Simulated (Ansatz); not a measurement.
**Response to strain in CsPbCl3**

Start from CsPbCl3 in the cubic perovskite structure (space group Pm-3m, No. 221; a = 5.619 Å). Axes: x, y, z lie along the cube axes.

Strains are applied to the cell and any free atomic positions relax; under biaxial strain the out-of-plane vector relaxes too.

Calculations: DFT with PBEsol, PAW potentials and a 420 eV plane-wave cutoff in Ansatz (a program for electronic structure), spin-orbit coupling left out.

Candidates:
(a) biaxial strain −1.20 %, plane normal [001], relaxed out of plane
(b) biaxial strain −2.40 %, plane normal [001], relaxed out of plane
(c) biaxial strain −3.00 %, plane normal [001], relaxed out of plane

Q: Order them by out-of-plane strain, highest first.

A: (c) biaxial strain −3.00 %, plane normal [001], relaxed out of plane (+0.87 %), (b) biaxial strain −2.40 %, plane normal [001], relaxed out of plane (+0.69 %), (a) biaxial strain −1.20 %, plane normal [001], relaxed out of plane (+0.34 %)

Stability against distortions was not tested. Many cubic perovskites are stable only at high temperature; tilts and polar distortions were not tested. This is not the structure that CsPbCl3 has at room temperature and ambient pressure.
